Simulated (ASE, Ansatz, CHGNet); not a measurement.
## Ladder of methods for the formation enthalpy of L1₂ (Cu3Au-type) Ni3Al

Reference value: -0.420 ± 0.02 eV/atom (measured, 298 K, copied from a table, unchecked, not corrected to a static lattice; as tabulated in Wang et al. (2021), doi:10.1038/s41598-021-94550-5).

| level (code) | value (eV/atom) |
|---|---|
| EMT (ASE) | 0.257 |
| CHGNet 0.3.0 | -0.473 |
| PBE (Ansatz) | ___ |
| revPBE (Ansatz) | -0.421 |
| PBEsol-D3(BJ) (Ansatz) | -0.467 |
| r²SCAN+rVV10 (Ansatz) | -0.420 |
| r²SCAN0 (Ansatz) | ___ |

Question: Some entries are withheld; supply them.

Answer: 
- PBE (Ansatz, a first-principles code), value (eV/atom): -0.429
- r²SCAN0 (Ansatz), value (eV/atom): -0.479

Differences against the reference: EMT +0.677 eV/atom, CHGNet 0.3.0 -0.053 eV/atom, PBE -0.009 eV/atom, revPBE -0.001 eV/atom, PBEsol-D3(BJ) -0.047 eV/atom, r²SCAN+rVV10 0.000 eV/atom, r²SCAN0 -0.059 eV/atom.

Once the reference is moved by up to 0.100 eV/atom (a margin picked here for doubts on the reference and the settings, and for temperature and zero-point motion) and values within 0.010 eV/atom count as equal, the nearest can be r²SCAN+rVV10 (0.000 eV/atom), revPBE (-0.001 eV/atom), PBE (-0.009 eV/atom), PBEsol-D3(BJ) (-0.047 eV/atom), CHGNet 0.3.0 (-0.053 eV/atom) or r²SCAN0 (-0.059 eV/atom). Among them EMT (+0.677 eV/atom) misses by most. Within the reference's own bar: PBE, revPBE, r²SCAN+rVV10.

The measured value isn't corrected to a static lattice, so vibrations enter the comparison. Spin-polarised runs: PBE (parallel moments), revPBE (parallel moments), PBEsol-D3(BJ) (parallel moments), r²SCAN+rVV10 (parallel moments), r²SCAN0 (parallel moments). Each level is taken at its own relaxed cell. Cutoffs and k meshes differ between the levels. Ansatz's density-functional and Hartree–Fock values are scalar-relativistic unless marked +SOC, with PAW data made under PBE.

Empirical potentials (EMT) are fitted to chosen data: where that held the value shown, agreement is built in, and what lay outside the fit can be far off. Machine-learned potentials (CHGNet 0.3.0) are trained on DFT data: a solid inside that data is no test of them.

Differences are worked out from the printed values.
